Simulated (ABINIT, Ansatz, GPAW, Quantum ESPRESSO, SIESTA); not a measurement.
Code comparison for Pb (Fm-3m, 1 atom in the cell)

Self-consistent single point.

```xyz
1
Lattice="0.0000 2.5197 2.5197 2.5197 0.0000 2.5197 2.5197 2.5197 0.0000" Properties=species:S:1:pos:R:3 pbc="T T T"
Pb     0.0000     0.0000     0.0000
```

Shared settings, as Ansatz (a first-principles code) writes them: kpoints.mp_grid.grid = 6 6 6; scf.occupations.method = fermi_dirac; scf.occupations.width = 0.0073 Ry. Potentials and cutoffs stand in the table.

| code | model | pressure (GPa) | cutoff |
|---|---|---|---|
| SIESTA | GGA PBE, numerical atomic orbitals TZP, PseudoDojo PBE standard norm-conserving potentials (rewritten from UPF to PSML) | 0.73 | grid 300 Ry |
| Ansatz | PBE, default PAW files | 1.03 | default |
| GPAW | PBE, GPAW PAW datasets PBE (gpaw-data 1.0.1) | 0.77 | 550 eV |
| Quantum ESPRESSO | PBE, PSlibrary PAW (PBE, semicore) pseudopotentials | -0.12 | 55 Ry |
| ABINIT | PBE, norm-conserving pseudopotentials (PseudoDojo nc-sr-05 PBE standard) | 0.95 | 31 Ha |

On Ansatz's run: spin-orbit coupling is off.

The spread over the programs that give each value: pressure within 1.15 GPa.

SIESTA uses small atom-centred bases, whose incompleteness enters pressures, forces and empty levels differently from a plane-wave cutoff. Ansatz's pressure is given at a fixed set of plane waves, as the other plane-wave codes print theirs.

On the base mesh (8 8 8) the same programs gave: Ansatz pressure 0.00 GPa; Quantum ESPRESSO pressure -1.16 GPa; ABINIT pressure -0.09 GPa; GPAW pressure -0.24 GPa; SIESTA pressure -0.28 GPa.

The values differ from the base mesh's, so the mesh still matters here: the table compares the programs at equal settings.

The starting cell comes from a database of computed structures (which also holds hypothetical and non-ambient phases and stackings), without a prior relaxation at this level. Its lattice was rescaled by a random factor within 2.5 % of one.

Left out of this page: CP2K (on another mesh); Elk and FLEUR (not drawn, or without a comparable value).

Keys are those of Ansatz 0.2.
